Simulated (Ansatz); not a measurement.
How a calculation on ZrFe4P2 (P4_2/mnm, 14 atoms in the cell) responds to its settings

```xyz
14
Lattice="6.8870 0.0000 0.0000 0.0000 6.8870 0.0000 0.0000 0.0000 3.6350" Properties=species:S:1:pos:R:3 pbc="T T T"
Zr     3.4435     3.4435     0.0000
Zr     0.0000     0.0000     1.8175
Fe     4.0395     1.0892     1.8175
Fe     2.8475     5.7978     1.8175
Fe     2.3543     0.5960     0.0000
Fe     4.5327     6.2910     0.0000
Fe     0.5960     2.3543     0.0000
Fe     6.2910     4.5327     0.0000
Fe     5.7978     2.8475     1.8175
Fe     1.0892     4.0395     1.8175
P      4.9380     4.9380     1.8175
P      1.9489     1.9489     1.8175
P      5.3924     1.4945     0.0000
P      1.4945     5.3924     0.0000
```
Moments meant for the start (each program seeds them in its own way; μB, in the order of the atoms Zr Zr Fe Fe Fe Fe Fe Fe Fe Fe P P P P): 0.0 0.0 4.0 4.0 4.0 4.0 4.0 4.0 4.0 4.0 0.0 0.0 0.0 0.0.

Base run A: PBEsol, default PAW files made with PBE (Ansatz, an electronic-structure program), self-consistent single point.

Its settings: kpoints.mp_grid.grid = 3 3 5; hamiltonian.xc = pbesol; hamiltonian.pseudopotentials = {kind: paw} (the program's default PAW files); magnetization.spin_polarized = true; scf.occupations.method = cold; scf.occupations.width = 0.1 eV.

The starting cell comes from a database of computed structures (which also holds hypothetical and non-ambient phases and stackings), without a prior relaxation at this level. The magnetic order is the one reached from the typed start; others were not searched systematically. In the base run, with a pressure of about -8 GPa the cell is away from its equilibrium volume at this level. Ansatz's pressure includes its estimate of the finite-basis (Pulay) stress. Without a gap this mesh is coarse (it stands for a supercell whose shortest vector is 18 Å).

ΔF is the free energy per atom less that of run A. 

```json
[
 {"run": "A", "scf.mixing.algorithm, scf.mixing.beta": "default (the program chose MSR1), default", "ΔF (meV/atom)": "0.00", "pressure (GPa)": "-8.46", "largest force (eV/Å)": "0.056", "size of the net moment (μB/atom)": "0.78", "iterations": "16"},
 {"run": "B", "scf.mixing.algorithm, scf.mixing.beta": "broyden, 0.02", "ΔF (meV/atom)": "0.00", "pressure (GPa)": "-8.46", "largest force (eV/Å)": "0.056", "size of the net moment (μB/atom)": "0.78", "iterations": "40"},
 {"run": "C", "scf.mixing.algorithm, scf.mixing.beta": "broyden, 0.05", "ΔF (meV/atom)": "0.00", "pressure (GPa)": "-8.46", "largest force (eV/Å)": "0.056", "size of the net moment (μB/atom)": "0.78", "iterations": "34"},
 {"run": "D", "scf.mixing.algorithm, scf.mixing.beta": "broyden, 0.1", "ΔF (meV/atom)": "0.00", "pressure (GPa)": "-8.46", "largest force (eV/Å)": "0.056", "size of the net moment (μB/atom)": "0.78", "iterations": "31"},
 {"run": "E", "scf.mixing.algorithm, scf.mixing.beta": "broyden, 0.2", "ΔF (meV/atom)": "0.00", "pressure (GPa)": "-8.46", "largest force (eV/Å)": "0.056", "size of the net moment (μB/atom)": "0.78", "iterations": "26"},
 {"run": "F", "scf.mixing.algorithm, scf.mixing.beta": "broyden, 0.3", "ΔF (meV/atom)": "0.00", "pressure (GPa)": "-8.46", "largest force (eV/Å)": "0.056", "size of the net moment (μB/atom)": "0.78", "iterations": "21"},
 {"run": "G", "scf.mixing.algorithm, scf.mixing.beta": "broyden, 0.5", "ΔF (meV/atom)": "0.00", "pressure (GPa)": "-8.46", "largest force (eV/Å)": "0.056", "size of the net moment (μB/atom)": "0.78", "iterations": "21"},
 {"run": "H", "scf.mixing.algorithm, scf.mixing.beta": "broyden, 0.7", "ΔF (meV/atom)": "0.00", "pressure (GPa)": "-8.46", "largest force (eV/Å)": "0.056", "size of the net moment (μB/atom)": "0.78", "iterations": "19"},
 {"run": "I", "scf.mixing.algorithm, scf.mixing.beta": "broyden, 0.9", "ΔF (meV/atom)": "0.00", "pressure (GPa)": "-8.46", "largest force (eV/Å)": "0.056", "size of the net moment (μB/atom)": "0.78", "iterations": "21"},
 {"run": "J", "scf.mixing.algorithm, scf.mixing.beta": "broyden, 1", "ΔF (meV/atom)": "0.00", "pressure (GPa)": "-8.46", "largest force (eV/Å)": "0.056", "size of the net moment (μB/atom)": "0.78", "iterations": "21"}
]
```

Runs B, C, D, E, F, G, H, I, J gave the same state as A (within 1 meV/atom and 0.1 μB a site). The fewest iterations to that state were 16 (A); the most were 40.

Keys are those of Ansatz 0.2.
